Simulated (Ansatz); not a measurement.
# SiO2, response to strain

Consider SiO$_{2}$ in the rutile structure (space group P4_2/mnm, No. 136; a = 4.155 Å, c = 2.661 Å). Axes: x, y, z lie along a, b, c of the conventional cell.

Strains are applied to the cell and any free atomic positions relax.

Level of theory: LDA (Ansatz, a first-principles code), spin-orbit coupling left out.

| uniaxial strain ε_zz (%) | band gap (eV) |
|---|---|
| -3 | 6.45 |
| -2.4 | ? |
| -1.8 | 6.20 |
| -1.2 | 6.07 |
| 0 | 5.81 |

### Question
Fit E_g = E₀ + Dε (ε in %) to the rows shown and predict the withheld row.

### Answer
Least squares on the printed values gives E₀ = 5.81 eV, D = -213 meV per % of strain (largest residual 0.00 eV); this predicts 6.32 eV, and the run gives 6.33 eV, in agreement.

Whether these cells are dynamically stable was not tested.
